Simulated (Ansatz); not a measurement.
Spacing of the highest filled and lowest empty level at the zone centre in eight small model glasses of hand-chosen composition and density, fast-quenched (anions pushed apart in CHGNet runs), each at its PBE geometry, by PBE and by HSE06 (Ansatz, a quantum-chemistry and plane-wave program, plane waves, PAW). The cells are the first eight to finish that balance their formal charges, show no moments and no lower geometry on charging where those were tested, and have a gap at both levels; defect levels can set the spacings, and exact exchange is cut at the cells' faces.

| cell | quench by | pressure (GPa) | levels at the gap | PBE (eV) | experiment, tabulated (eV) |
|---|---|---|---|---|---|
| In24O37Ca | CHGNet | -0.2 | localised at the filled edge | 0.53 | - |
| Si30N42Be3 | CHGNet | 0.1 | localised at the filled edge | 2.50 | - |
| Si30N42Mg3 | CHGNet | -0.9 | localised at both edges | 2.04 | - |
| In9Ga9Zn9O39Y2 | CHGNet | 2.6 | localised at the filled edge | 1.14 | - |
| Hf18O37Zn | CHGNet | 0.0 | spread | 4.07 | - |
| Si24O53Ta2 | CHGNet | -0.7 | localised at both edges | 4.17 | - |
| Ti20O42Ge | CHGNet | 0.5 | localised at the filled edge | 2.47 | - |
| Hf18O39La2 | CHGNet | 2.3 | localised at the filled edge | 3.99 | - |

Problem. What does HSE06 give, and how does it move these values against PBE?

Solution. In24O37Ca 1.86, Si30N42Be3 3.85, Si30N42Mg3 3.28, In9Ga9Zn9O39Y2 2.70, Hf18O37Zn 5.67, Si24O53Ta2 5.87, Ti20O42Ge 3.92, Hf18O39La2 5.56 eV. It raises them by +1.25 to +1.70 eV, +1.48 eV on average. A straight line through the eight gives HSE06 = 1.07 × PBE +1.29 eV, with a scatter of 0.11 eV.
